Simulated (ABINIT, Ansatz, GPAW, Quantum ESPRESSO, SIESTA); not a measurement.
Code comparison for Na (Im-3m, 1 atom in the cell)

Self-consistent single point.

```xyz
1
Lattice="-2.1300 2.1300 2.1300 2.1300 -2.1300 2.1300 2.1300 2.1300 -2.1300" Properties=species:S:1:pos:R:3 pbc="T T T"
Na     0.0000     0.0000     0.0000
```

Shared settings, as Ansatz (a program for electronic structure) writes them: kpoints.mp_grid.grid = 4 4 4; scf.occupations.method = fermi_dirac; scf.occupations.width = 0.1 eV. Potentials and cutoffs stand in the table.

```csv
code,model,pressure (GPa),cutoff
GPAW,"PBE, GPAW PAW datasets PBE (gpaw-data 1.0.1)",-0.01,800 eV
SIESTA,"GGA PBE, numerical atomic orbitals DZP, PseudoDojo PBE standard norm-conserving potentials (rewritten from UPF to PSML)",0.16,grid 300 Ry
ABINIT,"PBE, norm-conserving pseudopotentials (PseudoDojo nc-sr-05 PBE standard)",-0.01,1197 eV
Ansatz,"PBE, default PAW files",-0.03,default
Quantum ESPRESSO,"PBE, SSSP 1.1.2 efficiency (PBE) pseudopotentials",-0.01,40 Ry
```

The spread over the programs that give each value: pressure within 0.19 GPa.

SIESTA uses small atom-centred bases, whose incompleteness enters pressures, forces and empty levels differently from a plane-wave cutoff. Ansatz's pressure is given at a fixed set of plane waves, as the other plane-wave codes print theirs.

On the base mesh (9 9 9) the same programs gave: Ansatz pressure -0.32 GPa; Quantum ESPRESSO pressure -0.31 GPa; ABINIT pressure -0.31 GPa; GPAW pressure -0.30 GPa; SIESTA pressure -0.04 GPa.

The starting cell has typed, rounded lattice constants, without a prior relaxation at this level.

Left out of this page: CP2K (on another mesh); Elk and FLEUR (not drawn, or without a comparable value).

Keys are those of Ansatz 0.2.
